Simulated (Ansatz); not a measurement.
## Pressure series in WSe2

Start from WSe$_{2}$ (space group P6_3/mmc, No. 194; a = 3.279 Å, c = 12.786 Å; layered, stacked along the Cartesian z axis).

Cell and atoms are relaxed at each pressure.

Level of theory: PBE-D3(BJ) in Ansatz (plane waves to 420 eV, PAW, without spin-orbit coupling).

Base values:

The smallest direct gap comes out as 1.57 eV.

Problem. The aim is a smallest direct gap between 1.24 eV and 1.37 eV. Which of these changes reaches it?
A) pressure −2 GPa
B) pressure −1 GPa
C) pressure 10 GPa

Solution. C, pressure 10 GPa. It gives 1.30 eV; pressure −1 GPa gives 1.54 eV; pressure −2 GPa gives 1.52 eV. Changes not listed may reach it too

Spin-orbit coupling, missing from the scalar runs, can matter with W. Load acts through the strain it causes; cell and atoms are relaxed under it. Whether these cells are dynamically stable was not tested. Competing high-pressure phases were not computed.

Ansatz is a quantum-chemistry and plane-wave program.
